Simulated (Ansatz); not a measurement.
ScIn3 (Pm-3m), PBEsol, DFPT electron-phonon coupling, linearised Boltzmann equation in Ansatz (a first-principles code): phonon-limited resistivity 14.1 μΩ·cm at 300 K, Drude plasma energy 6.36 eV.

Question: What is the classical skin depth at 100 GHz (nonmagnetic, μ₀ = 1.257×10⁻⁶ H/m)?

Answer: δ = √(ρ/(π f μ₀)) = 598 nm.

Question: What Drude relaxation time do resistivity and plasma energy imply?

Answer: ω_p = 9.66e15 s⁻¹, so τ = 1/(ε₀ ω_p² ρ) = 8.58 fs, a damping ħ/τ of 76.7 meV.

A metal at this level (no band gap). Only scattering by harmonic phonons is included (no impurities, grain boundaries, electron-electron scattering or thermal expansion). Spin-orbit coupling is left out. Halving the electron mesh (20x20x20) moves the resistivity by up to 10 % at 300 K. Smearing 0.20 eV; phonons on a 3x3x3 q mesh, which this run doesn't test.

Formula and space group known from diffraction (Crystallography Open Database), not checked to be the room-temperature form: ScIn3 (Pm-3m).
